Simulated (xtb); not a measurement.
xtb 6.7.1, GFN2-xTB: Fe(F)(k2OAc)(OH2)2 (CC1[O][Fe](<-[OH2])(<-[OH2])([F])<-[O]=1), charge 0, multiplicity 5, 15 atoms. The geometry is a generated start, not checked to be a minimum at this level.

```json
{
 "run_flags": "--grad",
 "method": "GFN2-xTB",
 "--acc": "1 (default)",
 "--etemp (K)": "300 (default)",
 "basis_functions": "45",
 "valence_electrons": "54"
}
```

```xyz
15

Fe    -0.8709     0.9170     0.3532
F     -0.6781     2.5523     1.1999
C      2.5103    -1.3752    -0.4765
C      1.2439    -0.5981    -0.1931
O      0.6151    -0.8022     0.8785
O      0.8167     0.2342    -1.0323
H      2.9881    -0.9915    -1.3723
H      3.1811    -1.2948     0.3752
H      2.2595    -2.4250    -0.6131
O     -2.1673     1.6195    -1.5457
H     -1.5430     1.5450    -2.2757
H     -2.3046     2.5591    -1.3883
O     -2.1965    -0.5674     1.7032
H     -2.3736    -0.1693     2.5586
H     -1.4807    -1.2036     1.8285
```

Charge 0 and multiplicity 5 are set for this test and not shown to be the ground state. GFN-xTB has no spin term: --uhf 4 sets the occupations alone.

One run each on 1 thread. Values of broydamp tried: 0.02, 0.05, 0.1, 0.2, 0.4 (default), 0.6, 0.8, 1.

Task: How does the count of SCC iterations change with broydamp, and where is it least?

Result: Fewest SCC iterations, within one of each other: 0.2 with 13, 0.4 (default) with 12, 0.6 with 12, 0.8 with 12, 1 with 13. The count rises to 20 at 0.02. All converge to one solution.

```csv
broydamp,SCC iterations,end
0.02,20,same solution
0.05,18,same solution
0.1,16,same solution
0.2,13,same solution
0.4 (default),12,same solution
0.6,12,same solution
0.8,12,same solution
1,13,same solution
```
